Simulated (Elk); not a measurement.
**Elk run on Sr (Im-3m, 1 atom in the cell): self-consistent single point**

Level of theory: PBEsol, all-electron FP-LAPW, Elk's shipped species files, LAPW+lo basis (Elk 10.2.4).

Input as run:

```
tasks
  0

xctype
  22

rgkmax
  8.0

gmaxvr
  14.0

nxoapwlo
  1

stype
  3

swidth
  0.00499791

scale
  1.889726125

avec
   -2.4444000000    2.4444000000    2.4444000000
    2.4444000000   -2.4444000000    2.4444000000
    2.4444000000    2.4444000000   -2.4444000000

sppath
  './'

atoms
  1   : nspecies
  'Sr.in'   : spfname
  1   : natoms; atposl, bfcmt below
  0.0000000000  0.0000000000  0.0000000000    0.0 0.0 0.0

ngridk
  11 11 11
```

The program printed (abridged):

```
│ Elk code version 10.2.4 │

All units are atomic (Hartree, Bohr, etc.)

│ Ground-state run starting from atomic densities │

Lattice vectors :
  -4.619246540       4.619246540       4.619246540
   4.619246540      -4.619246540       4.619246540
   4.619246540       4.619246540      -4.619246540

Unit cell volume      :    394.2515576
Brillouin zone volume :   0.6291673644

Muffin-tin inner radius fraction :   0.1000000000E-01

Nuclei treated as point charges

Species :    1 (Sr)
 parameters loaded from : Sr.in
 name : strontium
 nuclear charge    :   -38.00000000
 electronic charge :    38.00000000
 atomic mass :    159721.4890
 muffin-tin radius :    2.600000000
 number of radial points in muffin-tin :    597
 atomic positions (lattice), magnetic fields (Cartesian) :
   1 :   0.00000000  0.00000000  0.00000000    0.00000000  0.00000000  0.00000000

Total number of atoms per unit cell :    1

Spin treatment :
 spin-unpolarised

Number of Bravais lattice symmetries :   48
Number of crystal symmetries         :   48
Crystal has inversion symmetry
Real symmetric eigensolver will be used

k-point grid :     11    11    11
k-point offset :    0.000000000       0.000000000       0.000000000
k-point set is reduced with full crystal symmetry group
Total number of k-points :       56

Muffin-tin radius times maximum |G+k| :    8.000000000
 using average radius
Maximum |G+k| for APW functions       :    3.076923077
Maximum (1/2)|G+k|²                   :    4.733727811
Maximum |G| for potential and density :    14.00000000
 potential will be trimmed for |G| > 2 gkmax
Constant for pseudocharge density :    9
Radial integration step length :    4

G-vector grid sizes :     36    36    36
Number of G-vectors :    18173

Maximum angular momentum used for
 APW functions                      :    8
 outer part of muffin-tin           :    6
 inner part of muffin-tin           :    1

Total nuclear charge    :   -38.00000000
Total core charge       :    28.00000000
Total valence charge    :    10.00000000
Total excess charge     :    0.000000000
Total electronic charge :    38.00000000

Effective Wigner radius, rₛ :    1.353008123

Number of empty states         :    4
Total number of valence states :    9
Total number of core states    :   28

Total number of local-orbitals :    8

Exchange-correlation functional :     22     0     0
 PBEsol, Phys. Rev. Lett. 100, 136406 (2008)
 gradient requirement :    1
 generalised gradient approximation (GGA)

Smearing type :    3
 Fermi-Dirac
Smearing width :   0.4997910000E-02
Effective electronic temperature (K) :    1578.215154

Mixing type :    3
 Broyden mixing, J. Phys. A: Math. Gen. 17, L317 (1984)

Kohn-Sham potential initialised from atomic data

│ Self-consistent loop started │
│ Loop number : 1 │
 total energy                :     -3179.38187788
│ Loop number : 2 │
 total energy                :     -3179.37321974
RMS change in Kohn-Sham potential (target) :   0.9634962902E-01 (  0.1000000000E-05)
Absolute change in total energy (target)   :   0.8658137149E-02 (  0.1000000000E-03)
│ Loop number : 3 │
 total energy                :     -3178.88817240
RMS change in Kohn-Sham potential (target) :   0.6053699291E-01 (  0.1000000000E-05)
Absolute change in total energy (target)   :   0.4872118819     (  0.1000000000E-03)
│ Loop number : 4 │
 total energy                :     -3178.37969342
RMS change in Kohn-Sham potential (target) :   0.2609017387E-01 (  0.1000000000E-05)
Absolute change in total energy (target)   :   0.6302819458     (  0.1000000000E-03)
│ Loop number : 5 │
 total energy                :     -3178.10180011
RMS change in Kohn-Sham potential (target) :   0.7891660298E-02 (  0.1000000000E-05)
Absolute change in total energy (target)   :   0.4354638009     (  0.1000000000E-03)
│ Loop number : 6 │
 total energy                :     -3178.00618833
RMS change in Kohn-Sham potential (target) :   0.1802180009E-02 (  0.1000000000E-05)
Absolute change in total energy (target)   :   0.2044777310     (  0.1000000000E-03)
│ Loop number : 7 │
 total energy                :     -3177.97728540
RMS change in Kohn-Sham potential (target) :   0.9618092634E-04 (  0.1000000000E-05)
Absolute change in total energy (target)   :   0.8002235719E-01 (  0.1000000000E-03)
│ Loop number : 8 │
 total energy                :     -3177.97607425
RMS change in Kohn-Sham potential (target) :   0.5409254240E-04 (  0.1000000000E-05)
Absolute change in total energy (target)   :   0.2121674056E-01 (  0.1000000000E-03)
│ Loop number : 9 │
 total energy                :     -3177.97493729
RMS change in Kohn-Sham potential (target) :   0.5070127135E-05 (  0.1000000000E-05)
Absolute change in total energy (target)   :   0.6441140409E-02 (  0.1000000000E-03)
│ Loop number : 10 │
 total energy                :     -3177.97499143
RMS change in Kohn-Sham potential (target) :   0.2852000763E-05 (  0.1000000000E-05)
Absolute change in total energy (target)   :   0.1556151706E-02 (  0.1000000000E-03)
│ Loop number : 11 │
 total energy                :     -3177.97502628
RMS change in Kohn-Sham potential (target) :   0.3550182460E-06 (  0.1000000000E-05)
Absolute change in total energy (target)   :   0.3541874812E-03 (  0.1000000000E-03)
│ Loop number : 12 │
 total energy                :     -3177.97500944
RMS change in Kohn-Sham potential (target) :   0.1504783729E-06 (  0.1000000000E-05)
Absolute change in total energy (target)   :   0.1053809233E-03 (  0.1000000000E-03)
│ Loop number : 13 │
 total energy                :     -3177.97500451
RMS change in Kohn-Sham potential (target) :   0.3865843405E-07 (  0.1000000000E-05)
Absolute change in total energy (target)   :   0.3127715900E-04 (  0.1000000000E-03)
Convergence targets achieved

│ Loop number : 14 │

Energies :
 Fermi                       :     0.114634513743
 sum of eigenvalues          :     -1877.25269658
 electron kinetic            :      3272.75190517
 core electron kinetic       :      3225.93535382
 Coulomb                     :     -6347.46535412
 Coulomb potential           :     -5014.47390885
 nuclear-nuclear             :     -256.260324144
 electron-nuclear            :     -7167.93615110
 Hartree                     :      1076.73112112
 Madelung                    :     -3840.22839969
 xc potential                :     -135.530692899
 exchange                    :     -101.127804533
 correlation                 :     -2.13058530224
 electron entropic           :    -0.316524718871E-02
 total energy                :     -3177.97500403

Density of states at Fermi energy :    37.74354225
 (states/Hartree/unit cell)

Estimated indirect band gap :   0.2186813253E-02
 from k-point     56 to k-point     56
Estimated direct band gap   :   0.2186813253E-02
 at k-point     56

Charges :
 core                        :    28.00000000
 valence                     :    10.00000000
 interstitial                :    2.111993148
 muffin-tins (core leakage)
  species :    1 (Sr)
   atom    1                 :    35.88800685     (  0.2870009560E-04)
 total in muffin-tins        :    35.88800685
 total calculated charge     :    38.00361760
 total charge                :    38.00000000
 error                       :   0.3617598760E-02

│ Self-consistent loop stopped │
```

The run converged in 14 iterations. The count includes the last loop, which Elk runs after its targets are met.

The starting cell comes from a database of published, mostly measured structures (it also holds non-ambient and calculated ones), without a prior relaxation at this level. Its lattice was rescaled by a random factor within 2.5 % of one. Values depend on the basis (sphere radii, cutoffs, local orbitals), which need not be converged. The log's line on a gap gives a spacing of levels on this mesh, which the program prints for metals too.
